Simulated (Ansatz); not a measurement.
Consider Os in the hcp (Mg type) structure (space group P6_3/mmc, No. 194; a = 2.738 Å, c = 4.319 Å; relaxed with 0.1 eV smearing). Axes: x lies along a and z along c of the hexagonal cell.

All numbers come from DFT with r2SCAN, PAW potentials and a 500 eV plane-wave cutoff in Ansatz (a program for electronic structure), no spin-orbit coupling, earlier PAW set.

One thing is altered: uniaxial strain ε_yy = +0.66 %, all other strain components held at zero; the atoms relax in the strained cell.

Task: Estimate the effect on the stress.

Result: The stress (xx, yy, zz, yz, xz, xy; compression positive) comes out as (-1.5, -5.0, -1.5, 0.0, 0.0, 0.0) GPa.

Task: What happens to the energy relative to the base?

Result: The energy rises by 1.5 meV/atom.

No phonon test of stability was made. All final runs are without spin polarisation.
